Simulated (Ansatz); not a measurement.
An Ansatz (a program for electronic structure) run: Al2O3 with a change (pressure 22.5 GPa); PBEsol (Ansatz, PAW, no SOC), earlier PAW set.

Input:

Ansatz 0.2 input:
```yaml
crystal:
  lattice:
    - [2.3445050278, 1.3536006089, 4.2522404976]
    - [-2.3445050278, 1.3536006089, 4.2522404976]
    - [0, -2.7072012179, 4.2522404976]
  atoms:
    - { symbol: Al, position: [0.3519559905, 0.3519559905, 0.3519559905] }
    - { symbol: Al, position: [0.1480440095, 0.1480440095, 0.1480440095] }
    - { symbol: Al, position: [0.6480440095, 0.6480440095, 0.6480440095] }
    - { symbol: Al, position: [0.8519559905, 0.8519559905, 0.8519559905] }
    - { symbol: O, position: [0.5564015041, 0.9435984959, 0.25] }
    - { symbol: O, position: [0.25, 0.5564015041, 0.9435984959] }
    - { symbol: O, position: [0.9435984959, 0.25, 0.5564015041] }
    - { symbol: O, position: [0.4435984959, 0.0564015041, 0.75] }
    - { symbol: O, position: [0.75, 0.4435984959, 0.0564015041] }
    - { symbol: O, position: [0.0564015041, 0.75, 0.4435984959] }
basis: { ecutwfc: 420, ecutrho_ratio: 4, xc_grid: 2, fft_grid_basis: typed }
kpoints: { mp_grid: { grid: [8, 8, 8] } }
hamiltonian:
  xc: pbesol
  dispersion: none
  pseudopotentials: { azcp: { folder: ./paw }, kind: paw }
scf: { occupations: { method: fermi_dirac, width: 0.05 } }
relax: { f_tol: 0.01, max_steps: 60, cell: { stress_tol: 0.02, p_target: 22.5 } }
output: { forces: true, stress: true }
checkpoint: { write: state.ck, write_every: 1000 }
```

Output (explanatory and most iteration lines left out):

```
Relaxation: its limit of steps is 60 (relax.max_steps)
Pseudopotential: Al, paw, valence charge 3
Pseudopotential: O, paw, valence charge 6
Crystal: 10 atoms, lattice volume = 80.968 Å³
Basis set: ecut = 420 eV, 1593 PW (Γ), exchange–correlation on 72×72×72 points (8 copies of the dense FFT grid, shifted against one another)
Bands: 34, of which v1, the nominal top of the filled ones, is band 24 counted from 1 (23 counted from 0)
Symmetry: 12 space group operations
Space group: R-3c (ITA 167), of the structure as read, at distance tolerance 4.3e-5 Å
k-points: 65 of 512
Functional: x = pbesol(κ = 0.804, μ = 0.12345679012345678), c = pbesol(β = 0.046)
SCF iter   1: F=—  HF=-5482.225864 eV  |F-HF|=—  |Δ(HF+E_count)|=         —  Δρ=1.27e-1  dr2=1.19e1  ethr=3.10e-3  ⟨swp⟩=7.4  Hψ=11159  notcnv=0  defer=13
SCF iter   2: F=—  HF=-5479.063523 eV  |F-HF|=—  |Δ(HF+E_count)|=    3.16e0  Δρ=6.30e-2  dr2=1.25e0  ethr=3.10e-3  ⟨swp⟩=3.6  Hψ=5528  notcnv=0  defer=221
SCF 1 converged in 7 iterations: F = -5478.689012 eV  dr2 = 9.41e-9
relax step   1: F+E_penalty+E_count = -5478.68901176 eV  Δ(F+E_penalty+E_count) = +0.000e0 eV  max|allowed force component| = 6.716e-5 eV/Å  Δτ_max = 0.0000 Å  P = +14.997 GPa  Ω = 80.968 Å³  (7 SCF iters, dr2 threshold 1.00e-7 eV, accepted)
[... steps on the carried basis left out ...]
relax step   9: F+E_penalty+E_count = -5478.46610420 eV  Δ(F+E_penalty+E_count) = +1.186e-4 eV  max|allowed force component| = 4.367e-5 eV/Å  Δτ_max = 0.0000 Å  P = +22.497 GPa  Ω = 79.055 Å³  stress off target by 3.66e-3 GPa  SCF on the basis re-selected at this cell (its energy is not comparable with the rows above)  (4 SCF iters)
SCF converged after 4 iterations
Free energy (F): -5478.466104 eV
Internal energy: -5478.466104 eV  (E = F + TS)
E sigma→0 (E₀):  -5478.466104 eV
Fermi energy:    12.166516 eV
--- Forces (eV/Å), atoms counted from 1 ---
  atom   1  Al     0.00000000     0.00000000    -0.00004367
  atom   2  Al     0.00000000    -0.00000000     0.00004367
  atom   3  Al     0.00000000    -0.00000000     0.00004367
  atom   4  Al    -0.00000000     0.00000000    -0.00004367
  atom   5  O     -0.00002627     0.00000000     0.00000000
  atom   6  O      0.00001314    -0.00002275    -0.00000000
  atom   7  O      0.00001314     0.00002275     0.00000000
  atom   8  O      0.00002627     0.00000000    -0.00000000
  atom   9  O     -0.00001314     0.00002275     0.00000000
  atom  10  O     -0.00001314    -0.00002275    -0.00000000
--- Stress (GPa, compression-positive) ---
       22.496965       0.000000       0.000000
        0.000000      22.496965      -0.000000
        0.000000      -0.000000      22.496343
  P = ⅓ Tr σ = 22.4968 GPa (224.968 kbar)
--- Relaxed structure (7 steps of the walk, 7 accepted, 2 SCFs on fresh bases) ---
  cell:  # Å, volume = 79.0552 Å³
    - [2.3266278817702983, 1.3432792338276465, 4.215859945096483]
    - [-2.3266278817702983, 1.3432792338276465, 4.215859945096483]
    - [1.1085032506395204e-33, -2.6865584677048653, 4.2158599450806875]
  atoms:
    - { symbol: Al, position: [0.35190935618866803, 0.35190935618866803, 0.351909356188668] }
    - { symbol: Al, position: [0.1480906438113318, 0.1480906438113318, 0.14809064381133177] }
    - { symbol: Al, position: [0.6480906438113317, 0.6480906438113317, 0.6480906438113316] }
    - { symbol: Al, position: [0.851909356188668, 0.851909356188668, 0.8519093561886679] }
    - { symbol: O, position: [0.5566484717231097, 0.94335152827689, 0.24999999999999983] }
    - { symbol: O, position: [0.25, 0.5566484717231099, 0.9433515282768902] }
    - { symbol: O, position: [0.9433515282768898, 0.24999999999999994, 0.5566484717231096] }
    - { symbol: O, position: [0.44335152827689017, 0.05664847172310983, 0.75] }
    - { symbol: O, position: [0.7499999999999998, 0.44335152827688995, 0.056648471723109606] }
    - { symbol: O, position: [0.05664847172310994, 0.75, 0.4433515282768901] }
```

Load acts through the strain it causes; cell and atoms are relaxed under it. No phonon test of stability was made. Competing high-pressure phases were not computed. The cell was made from Al2O3 in the corundum structure (space group R-3c, No. 167) by this change: pressure 22.5 GPa.
